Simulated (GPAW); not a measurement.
**How far to go with the k-point mesh: Cs (Im-3m, 1 atom in the cell)**

```xyz
1
Lattice="-3.0347 3.0347 3.0347 3.0347 -3.0347 3.0347 3.0347 3.0347 -3.0347" Properties=species:S:1:pos:R:3 pbc="T T T"
Cs     0.0000     0.0000     0.0000
```

Level of theory: PBEsol, GPAW PAW datasets PBEsol (made by gpaw-setup) (plane waves; GPAW).

Base settings: mode = pw; ecut = 550 eV; xc = PBEsol; kpts = 5 5 5; mesh shift (steps) = 0 0 0; occupations.name = methfessel-paxton; occupations.width = 0.1 eV; occupations.order = 0; nbands = -9; symmetry.symmorphic = false.

The second cell is the first with its lattice scaled by 0.98.

Only quantities that move along the ladder and can be compared are tabulated.

The count of work is k-points × plane waves × bands × iterations; it is no time. 

The starting cell has typed, rounded lattice constants, without a prior relaxation at this level. Its lattice was rescaled by up to half a per cent.

```tsv
kpts	free energy less the last step's (meV/atom)	energy of the compressed cell less the first (meV/atom)	pressure (GPa)	count of work / last
2 2 2	142.41	-25.16	-0.60	0.0082
3 3 3	-75.27	-3.16	-0.13	0.011
4 4 4	45.81	0.44	-0.03	0.022
5 5 5	-7.23	-0.48	-0.07	0.030
6 6 6	10.04	0.50	-0.05	0.044
7 7 7	-2.40	0.12	-0.06	0.055
9 9 9	-2.04	0.11	-0.06	0.096
10 10 10	2.24	0.18	-0.06	0.13
11 11 11	-1.48	-0.04	-0.06	0.15
12 12 12	1.18	0.24	-0.05	0.20
14 14 14	0.46	0.23	-0.06	0.29
15 15 15	-0.23	-0.05	-0.06	0.33
17 17 17	-0.08	0.01	-0.06	0.45
18 18 18	0.03	0.13	-0.06	0.54
23 23 23	0.00	0.06	-0.06	1.0
```

Coarsest kpts that holds the free energy within 0.5 meV/atom of the last step, with all finer ones: 14 14 14, at 0.29 of the last step's count of work; the step before is off by 1.2 meV/atom.

Coarsest kpts that holds the pressure within 0.2 GPa of the last step, with all finer ones: 3 3 3, at 0.011 of the last step's count of work; the step before is off by 0.54 GPa.

Coarsest kpts that holds the energy of the compressed cell less the first within 0.2 meV/atom of the last step, with all finer ones: 7 7 7, at 0.055 of the last step's count of work; the step before is off by 0.43 meV/atom.

The energy difference between the two cells stays within 1 meV/atom of the last step's from 4 4 4 on, the total only from 14 14 14 on: much of the error is common to both cells and cancels.
